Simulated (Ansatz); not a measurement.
Here is the system:

```yaml
crystal:
  lattice:
    - [0.00000, 2.53208, 2.53208]
    - [2.53208, 0.00000, 2.53208]
    - [2.53208, 2.53208, 0.00000]
  atoms:
    - { symbol: Li, position: [0.00000, 0.00000, 0.00000] }
    - { symbol: Cl, position: [0.50000, 0.50000, 0.50000] }
```

Level of theory: PBEsol, rigid bands (plane waves, PAW, scalar-relativistic; Ansatz, an electronic-structure program). Geometry: cell and atoms relaxed with PBEsol.

Q: What conductivity effective mass do dilute holes have at 300 K?

A: 1.67 mₑ.

Q: What conductivity effective mass do dilute electrons have at 300 K?

A: 0.48 mₑ.

Q: And the band gap?

A: 6.35 eV at this level; semilocal functionals usually fall short of the measured gap.

Rigid bands, one relaxation time for all states, no polarons. Spin-orbit coupling is left out; where it splits the top of the valence band it changes the hole mass and lowers the gap by about a third of the splitting.
